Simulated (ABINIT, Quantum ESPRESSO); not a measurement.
An ABINIT input for a self-consistent single point of MoSeS (Amm2, 6 atoms in the cell) (DFT, PBEsol, plane waves, norm-conserving pseudopotentials (PseudoDojo nc-sr-04 PBEsol standard)):

```
# MoSeS, PseudoDojo nc-sr-04 PBEsol standard
pp_dirpath "./"
pseudos "Mo.upf, Se.upf, S.upf"
acell 3*1.0 Angstrom
rprim
        19.3987400000    0.0000000000    0.0000000000
         0.0000000000    1.6244850000    2.8139800000
         0.0000000000   -1.6244850000    2.8139800000
natom 6
ntypat 3
znucl 42 34 16
typat 1 1 2 2 3 3
xred
         0.0000000000    0.5559300000    0.5559300000
         0.5000000000    0.3329500000    0.3329500000
         0.5865700000    0.6662500000    0.6662500000
         0.4134300000    0.6662500000    0.6662500000
         0.0789000000    0.2226000000    0.2226000000
         0.9211000000    0.2226000000    0.2226000000
ecut 43
occopt 1
nband 38
kptopt 1
ngkpt 1 7 7
nshiftk 1
shiftk 0 0 0
nstep 50
toldfe 1.0e-09
diemac 12
prtwf 0
prtden 0
prtvol 1
enunit 2
```

Task: Give the Quantum ESPRESSO input for the same structure, mesh, smearing and functional.

Result: This is the input that was run; spellings and numerical settings could be chosen otherwise.

```fortran
&control
    calculation = 'scf'
    prefix = 'MoSeS'
    outdir = './tmp/'
    pseudo_dir = './'
    verbosity = 'high'
    tprnfor = .true.
    tstress = .true.
/
&system
    ibrav = 0
    nat = 6
    ntyp = 3
    ecutwfc = 55
    ecutrho = 330
    occupations = 'fixed'
    nbnd = 30
    input_dft = 'pbesol'
/
&electrons
    conv_thr = 1.0d-9
    mixing_beta = 0.7
/
ATOMIC_SPECIES
Mo    95.9500  Mo.pbe-spn-kjpaw_psl.1.0.0.UPF
Se    78.9710  Se.pbe-n-kjpaw_psl.1.0.0.UPF
S     32.0600  S.pbe-n-kjpaw_psl.1.0.0.UPF
ATOMIC_POSITIONS crystal
Mo    0.0000000000    0.5559300000    0.5559300000
Mo    0.5000000000    0.3329500000    0.3329500000
Se    0.5865700000    0.6662500000    0.6662500000
Se    0.4134300000    0.6662500000    0.6662500000
S     0.0789000000    0.2226000000    0.2226000000
S     0.9211000000    0.2226000000    0.2226000000
K_POINTS automatic
1 7 7  0 0 0
CELL_PARAMETERS angstrom
  19.3987400000     0.0000000000     0.0000000000
   0.0000000000     1.6244850000     2.8139800000
   0.0000000000    -1.6244850000     2.8139800000
```

Basis, cutoffs, solver keys and any potentials are the target program's own. This input uses DFT, PBEsol, plane waves, PSlibrary PAW (PBE) pseudopotentials.

The starting cell comes from a database of computed structures (which also holds hypothetical and non-ambient phases and stackings), without a prior relaxation at this level.
